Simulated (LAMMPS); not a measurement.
An MD run on a melt made from Ni (fcc), 2048 atoms, at 2250 K and 5 GPa, brought to that temperature within a few picoseconds.

Method: classical MD, pair style meam, file library.meam (library.meam-Ni), run in LAMMPS.

Give the state found, the volume per atom, the coordination number, the self-diffusion coefficient of Ni (not corrected for cell size) as this potential yields it.

state found: liquid; volume per atom: 12.263 ± 0.004 Å³/atom; coordination number: 13.0 (counted to 3.38 Å); self-diffusion coefficient of Ni (not corrected for cell size): (1.84 ± 0.04) × 10^-5 cm²/s.

Caution: the potential MEAM library.meam-Ni is a first-neighbour MEAM set with a 4 Å cutoff, used here without a parameter file and away from the static properties it was fitted to. Caution: a run this short can hold a crystal over, or a liquid under, the potential's own melting point, which these runs don't give.
